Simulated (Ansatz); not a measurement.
The structure below was relaxed with DFT with r2SCAN, PAW potentials and a 500 eV plane-wave cutoff in Ansatz (a quantum-chemistry and plane-wave program), no spin-orbit coupling.

Space group Fm-3m (No. 225); a = b = c = 5.9315 Å, α = β = γ = 90.00°

```json
[
 {"atom": "Ti", "site": "4a", "symmetry": "m-3m", "x": "0.0000", "y": "0.0000", "z": "0.0000"},
 {"atom": "Si", "site": "8c", "symmetry": "-43m", "x": "0.2500", "y": "0.2500", "z": "0.2500"}
]
```

Write out a cell with all atoms.


```xyz
12
Lattice="5.9315 0.0000 0.0000 0.0000 5.9315 0.0000 0.0000 0.0000 5.9315" Properties=species:S:1:pos:R:3 pbc="T T T"
Ti     0.0000     0.0000     0.0000
Si     1.4829     4.4486     4.4486
Si     1.4829     1.4829     4.4486
Ti     0.0000     2.9657     2.9657
Si     1.4829     1.4829     1.4829
Si     1.4829     4.4486     1.4829
Ti     2.9657     0.0000     2.9657
Si     4.4486     4.4486     1.4829
Si     4.4486     1.4829     1.4829
Ti     2.9657     2.9657     0.0000
Si     4.4486     1.4829     4.4486
Si     4.4486     4.4486     4.4486
```
This is the conventional cell.

No phonon test of stability was made. The final runs are not spin-polarised. The cell was made from CoSi2 by this change: Co → Ti; the result is a hypothetical phase, not in the database extracts checked. TiSi2 has a high density of states at the Fermi level and may be magnetic at this level.
